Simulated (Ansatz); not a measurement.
A dielectric-response calculation of Cs₂PdCl₄ (P4/mmm, 7 atoms in the cell) with Ansatz (a quantum-chemistry and plane-wave program).

Level of theory: LDA (PW92), default PAW files made with PBE (plane waves; Ansatz).

```yaml
crystal:
  lattice:
    - [7.53176, 0.00000, 0.00000]
    - [0.00000, 7.53176, 0.00000]
    - [0.00000, 0.00000, 4.68752]
  atoms:
    - { symbol: Cs, position: [0.00000, 0.50000, 0.50000] }
    - { symbol: Cs, position: [0.50000, 0.00000, 0.50000] }
    - { symbol: Pd, position: [0.00000, 0.00000, 0.00000] }
    - { symbol: Cl, position: [0.21866, 0.21866, 0.00000] }
    - { symbol: Cl, position: [0.78134, 0.78134, 0.00000] }
    - { symbol: Cl, position: [0.78134, 0.21866, 0.00000] }
    - { symbol: Cl, position: [0.21866, 0.78134, 0.00000] }
```

Reference input (self-consistent single point, DFT, LDA (PW92), plane waves, default PAW files made with PBE): basis.ecutwfc = 420 eV; kpoints.mp_grid.grid = 4 4 5; hamiltonian.xc = lda; hamiltonian.pseudopotentials = {kind: paw} (the program's default PAW files); scf.occupations.method = fixed. This run's input differs from it in these lines:

Ansatz 0.2 input:
```diff
@@ -18,3 +18,4 @@
   mp_grid:
-    grid: [4, 4, 5]
+    grid: [3, 3, 4]
+    shift: [0.5, 0.5, 0.5]
 hamiltonian:
@@ -26,6 +27,4 @@
     method: fixed
-output:
-  forces: true
-  eigenvalues: true
-  stress: true
+dielectric:
+  field_mesh: kpoints
```

Output (repeated stretches shortened):

```
SCF iter   1: F=—  HF=-22040.293696 eV  |F-HF|=—  |Δ(HF+E_count)|=         —  Δρ=5.50e-3  dr2=7.47e-2  ethr=1.77e-3  ⟨swp⟩=4.8  Hψ=1707  notcnv=0  defer=54
all-band conjugate gradients solve this SCF's bands
preconditioner: auto → Resta (q_TF=auto, 2.152 Å⁻¹)
SCF iter   2: F=—  HF=-22040.274289 eV  |F-HF|=—  |Δ(HF+E_count)|=   1.94e-2  Δρ=2.61e-3  dr2=1.46e-2  ethr=1.17e-4  ⟨swp⟩=2.2  Hψ=892  notcnv=0  defer=59
   [... lines left out ...]
SCF iter   8: F=—  HF=-22040.270931 eV  |F-HF|=—  |Δ(HF+E_count)|=   1.05e-7  Δρ=1.71e-6  dr2=1.33e-8  ethr=1.85e-10  ⟨swp⟩=2.0  Hψ=743  notcnv=0  defer=41
SCF iter   9: F=—  HF=-22040.270931 eV  |F-HF|=—  |Δ(HF+E_count)|=   1.51e-8  Δρ=5.01e-7  dr2=1.31e-9  ethr=2.08e-11  ⟨swp⟩=2.0  Hψ=751  notcnv=0  defer=41
SCF iter  10: F=—  HF=-22040.270931 eV  |F-HF|=—  |Δ(HF+E_count)|=   2.71e-9  Δρ=1.37e-7  dr2=1.08e-10  ethr=2.04e-12  ⟨swp⟩=2.0  Hψ=696  notcnv=0  defer=41
SCF iter  11: F=-22040.270931 eV  HF=-22040.270931 eV  |F-HF|=1.82e-11  |Δ(HF+E_count)|=  2.47e-10  Δρ=5.64e-8  dr2=1.35e-11  ethr=1.00e-12  ⟨swp⟩=13.8  Hψ=2034  notcnv=0
SCF 1 converged in 11 iterations: F = -22040.270931 eV  dr2 = 1.35e-11
DFPT response loops at Γ: preconditioner auto → none (the input reference at scf.mixing.eps_inf says where Resta's filter doesn't serve); β = 0.50 …
Free energy (F): -22040.270931 eV
Internal energy: -22040.270931 eV  (E = F + TS)
E sigma→0 (E₀):  -22040.270931 eV
Fermi energy:    1.806966 eV
--- Dielectric response (ions clamped): 2 representative field directions + reference, on 12 of 36 k-points (Σ response iterations 19) ---
  k mesh reduced under 2 symmetry operations, with k and −k counted as one. Each operation leaves every solved perturbation unchanged …
  ε∞ (high-frequency dielectric tensor):
        2.786559     0.000000     0.000000
   [... lines left out ...]
         0.29254   -0.85159    0.00000
         0.00000    0.00000   -0.67861
    site 6:
        -0.85159    0.29254    0.00000
         0.29254   -0.85159    0.00000
         0.00000    0.00000   -0.67861
  Z* charge neutrality: 5.633e-5 e pre-enforcement
  k-mesh period / interband length: 22.6 Å / 1.35 Å = 16.77 at k = (-0.5000, -0.5000, 0.3750), direct gap 1.790 eV — 14 or more, which is no proof of convergence
```

The run converged in 11 iterations. 

Summary of the result:
```
Property                                                                                                                                             Result
----------------------------------------------------------------------------------------  -----------------------------------------------------------------
Free energy E − TS (on the zero of these files)                                                                                              -22040.2709 eV
Top of the valence band (on the code's own zero)                                                                                                    1.81 eV
Gap on the k-point mesh                                                                                                                             1.65 eV
ε∞ at this k-point mesh, which may be far from converged in small-gap cells (xx, yy, zz)                                                   2.79, 2.79, 2.41
Born charges at this mesh (mean of the diagonal, e)                                       Cs 1.29, Cs 1.29, Pd 0.61, Cl -0.79, Cl -0.79, Cl -0.79, Cl -0.79
```

The starting cell comes from a database of computed structures (which also holds hypothetical and non-ambient phases and stackings), without a prior relaxation at this level. Its lattice was rescaled by up to half a per cent. The shifted mesh does not hold Γ, so a gap read on it misses any band edge there.

Cost on one core of a shared machine: roughly 80 s.
